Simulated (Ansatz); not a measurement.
Partial pair distribution functions of a relaxed model of amorphous germanium selenide (Ge₁₈Se₄₂), broadened by 0.06 Å; density 4.36 g/cm³. All values below come from PBE-D3(BJ), scalar-relativistic without spin-orbit coupling, PAW (Ansatz default set, large-core Se) (plane waves to 420 eV; Ansatz, a program for electronic structure).

A CHGNet melt-quench gave the starting glass, which DFT then relaxed. The hot cell started wider than the set density and was brought back towards it in steps. It is the lowest in DFT energy of 3 quenches. It is a model cell: composition and starting density were chosen by hand, and all elements were melted together. The geometry includes D3(BJ) dispersion. Its density started from a set value of 4.40 and ended at 4.36 g/cm³. The simulated quench (nominally 96 K/ps over its main leg) is rapid and tends to freeze in more defects than a deposited or slowly cooled glass has. A cell of this size samples the disorder only roughly. Volume and shape were free in the relaxation.

| r (Å) | g Ge-Se | g Se-Se | g Ge-Ge |
|---|---|---|---|
| 2.15 | 0.01 | 0.00 | 0.00 |
| 2.25 | 0.65 | 0.13 | 0.00 |
| 2.35 | 7.59 | 1.06 | 0.00 |
| 2.45 | 10.61 | 0.92 | 0.00 |
| 2.55 | 2.40 | 0.10 | 0.00 |
| 2.65 | 0.41 | 0.03 | 0.00 |
| 2.75 | 0.44 | 0.14 | 0.00 |
| 2.85 | 0.25 | 0.18 | 0.03 |
| 2.95 | 0.13 | 0.51 | 0.45 |
| 3.05 | 0.14 | 0.60 | 0.46 |
| 3.15 | 0.03 | 0.84 | 0.29 |
| 3.25 | 0.13 | 0.66 | 1.41 |
| 3.35 | 0.61 | 0.56 | 1.62 |
| 3.45 | 0.80 | 0.82 | 2.21 |
| 3.55 | 0.63 | 1.49 | 1.89 |
| 3.65 | 0.88 | 1.85 | 3.17 |
| 3.75 | 0.54 | 1.89 | 3.23 |
| 3.85 | 0.57 | 2.42 | 1.87 |
| 3.95 | 0.81 | 2.70 | 1.60 |
| 4.05 | 0.84 | 2.53 | 0.49 |
| 4.15 | 0.68 | 2.27 | 0.31 |
| 4.25 | 0.80 | 1.47 | 0.29 |
| 4.35 | 0.88 | 0.72 | 0.30 |
| 4.45 | 0.80 | 0.59 | 0.13 |
| 4.55 | 0.79 | 0.69 | 0.34 |
| 4.65 | 1.23 | 0.72 | 0.55 |
| 4.75 | 1.32 | 0.58 | 0.72 |
| 4.85 | 1.05 | 0.62 | 0.72 |
| 4.95 | 0.99 | 0.50 | 0.72 |
| 5.05 | 1.05 | 0.55 | 0.54 |
| 5.15 | 1.15 | 0.54 | 0.41 |
| 5.25 | 1.08 | 0.55 | 0.53 |
| 5.35 | 1.13 | 0.70 | 0.44 |
| 5.45 | 1.34 | 0.91 | 0.80 |

Within 2.92 Å each Ge has 4.00 Se neighbours on average.
